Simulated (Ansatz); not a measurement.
Take Mg$_{2}$Ge in the anti-fluorite structure (space group Fm-3m, No. 225) as the base.

```yaml
crystal:
  lattice:
    - [0.00000, 3.18222, 3.18222]
    - [3.18222, 0.00000, 3.18222]
    - [3.18222, 3.18222, 0.00000]
  atoms:
    - { symbol: Mg, position: [0.25000, 0.25000, 0.25000] }
    - { symbol: Mg, position: [0.75000, 0.75000, 0.75000] }
    - { symbol: Ge, position: [0.00000, 0.00000, 0.00000] }
```

Cartesian axes are those of the cell as printed.

Computed with Kohn–Sham DFT with the PBEsol functional, run in Ansatz (a program for electronic structure) with PAW and 420 eV plane waves, no SOC.

For the base:

| Property | Result |
|---|---|
| Band gap | 0.08 eV |
| Volume per atom | 21.48 Å³ |
| Pressure | 0.0 GPa |

Perturbation: biaxial strain −1.00 %, plane normal [001], relaxed out of plane (Cartesian); in-plane vectors clamped, the third vector and the atoms free.

**Question.** What does the calculation give for the band gap after the change?

**Answer.** The band gap changes from 0.08 eV to zero.

**Question.** Predict the new volume per atom.

**Answer.** The volume per atom shrinks by 0.34 Å³ to 21.14 Å³.

**Question.** Predict the new pressure.

**Answer.** The pressure (mean of the normal stresses, compression positive) goes from zero to 0.9 GPa.

**Question.** How does this affect the energy relative to the base?

**Answer.** The energy grows by 1.7 meV/atom.

Stability against distortions was not tested. The final runs are not spin-polarised. Gaps under 0.05 eV, about the width of the smearing, are given as zero. A zero or small gap of Mg2Ge can be the functional's error rather than a property of the material.
